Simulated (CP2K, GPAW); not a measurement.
A CP2K input for a self-consistent single point of InSb (F-43m, 2 atoms in the cell) (DFT LDA (Pade form), GPW, TZVP-MOLOPT-SR-GTH basis, GTH-PADE potentials (GTH_POTENTIALS)):

```
&GLOBAL
  PROJECT scf
  RUN_TYPE ENERGY_FORCE
  PRINT_LEVEL MEDIUM
&END GLOBAL
&FORCE_EVAL
  METHOD Quickstep
  STRESS_TENSOR ANALYTICAL
  &DFT
    BASIS_SET_FILE_NAME BASIS_MOLOPT_UCL
    POTENTIAL_FILE_NAME GTH_POTENTIALS
    &QS
      METHOD GPW
      EPS_DEFAULT 1E-10
    &END QS
    &MGRID
      CUTOFF 500
      REL_CUTOFF 60
      NGRIDS 5
    &END MGRID
    &SCF
      SCF_GUESS ATOMIC
      EPS_SCF 1E-6
      MAX_SCF 100
      ADDED_MOS 4
      &DIAGONALIZATION
        ALGORITHM STANDARD
      &END DIAGONALIZATION
      &MIXING
        METHOD BROYDEN_MIXING
        ALPHA 0.2
        NBUFFER 8
      &END MIXING
      &SMEAR ON
        METHOD FERMI_DIRAC
        ELECTRONIC_TEMPERATURE [K] 580.23
      &END SMEAR
    &END SCF
    &KPOINTS
      SCHEME MONKHORST-PACK 6 6 6
      GAMMA_CENTERED T
    &END KPOINTS
    &XC
      &XC_FUNCTIONAL PADE
      &END XC_FUNCTIONAL
    &END XC
    &PRINT
      &MO
        EIGENVALUES T
        OCCUPATION_NUMBERS T
        NDIGITS 8
        FILENAME mo
        &EACH
          QS_SCF 0
        &END EACH
        ADD_LAST NUMERIC
      &END MO
      &MULLIKEN ON
      &END MULLIKEN
    &END PRINT
  &END DFT
  &SUBSYS
    &CELL
      ABC 4.58205200 4.58205162 4.58205203
      ALPHA_BETA_GAMMA 60.00000530 60.00000023 59.99999729
      PERIODIC XYZ
    &END CELL
    &COORD
      SCALED
      In       0.00000000     0.00000000     0.00000000
      Sb       0.25000000     0.25000000     0.25000000
    &END COORD
    &KIND In
      BASIS_SET TZVP-MOLOPT-SR-GTH-q13
      POTENTIAL GTH-PADE-q13
    &END KIND
    &KIND Sb
      BASIS_SET TZVP-MOLOPT-SR-GTH-q5
      POTENTIAL GTH-PADE-q5
    &END KIND
  &END SUBSYS
  &PRINT
    &FORCES ON
    &END FORCES
    &STRESS_TENSOR ON
    &END STRESS_TENSOR
  &END PRINT
&END FORCE_EVAL
```

**Question.** Give the GPAW input for the same structure, mesh, smearing and functional.

**Answer.** This is the input that was run; spellings and numerical settings could be chosen otherwise.

```python
from ase import Atoms
from ase.units import GPa
from gpaw import GPAW

atoms = Atoms(['In', 'Sb'],
              cell=[[0.000000, 3.240000, 3.240000],
                    [3.240000, 0.000000, 3.240000],
                    [3.240000, 3.240000, 0.000000]],
              scaled_positions=[[0.000000, 0.000000, 0.000000],
                                [0.250000, 0.250000, 0.250000]],
              pbc=True)

calc = GPAW(mode={'name': 'pw', 'ecut': 550},
            xc='LDA',
            kpts={'size': (6, 6, 6), 'gamma': True},
            occupations={'name': 'fermi-dirac', 'width': 0.05},
            nbands=-10,
            convergence={'density': 1e-05},
            symmetry={'symmorphic': False, 'tolerance': 0.0005},
            maxiter=150,
            txt='-')

atoms.calc = calc

energy = atoms.get_potential_energy()
print('Energy (eV):', round(energy, 6))
forces = atoms.get_forces()
print('Forces (eV/Ang):')
print(forces.round(5))
stress = atoms.get_stress()
print('Stress (GPa, Voigt):', (stress / GPa).round(4))
```

Basis settings and potentials, where a program has them, do not carry over. This input uses DFT LDA (Perdew-Wang 92), plane waves, GPAW PAW datasets LDA (gpaw-data 1.0.1). LDA parametrisations can differ slightly between programs. Both were run: pressure -0.32 GPa in CP2K and -1.11 in GPAW.

On GPAW: the starting cell has typed, rounded lattice constants, without a prior relaxation at this level. The run gives no clean gap (levels at the Fermi energy touch, overlap or are partly filled at this smearing), which alone does not show that the compound is a metal.

On CP2K: the starting cell has typed, rounded lattice constants, without a prior relaxation at this level. Values carry the incompleteness of an atom-centred basis. The run gives no clean gap (levels at the Fermi energy touch, overlap or are partly filled at this smearing), which alone does not show that the compound is a metal.
